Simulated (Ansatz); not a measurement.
Start from AgI in the rock salt structure (space group Fm-3m, No. 225; a = 5.985 Å; a model cell, its experimental status unchecked).

Level of theory: DFT with PBEsol, PAW potentials and a 420 eV plane-wave cutoff in Ansatz (a first-principles code), scalar-relativistic without spin-orbit coupling.

Before the change:

The band gap comes out as 0.38 eV.

It is then changed as follows: an isotropic linear strain of −0.70 %, atoms relaxed at fixed cell.

Question: What does the calculation give for the band gap after the change?

Answer: The band gap shrinks by 0.06 eV (0.38 eV → 0.32 eV).

Question: What happens to the energy relative to the base?

Answer: The energy increases by 1.8 meV/atom.

Spin-orbit coupling, missing from the scalar runs, can matter with I. Whether these cells are dynamically stable was not tested. This is not the structure that AgI has at room temperature and ambient pressure.
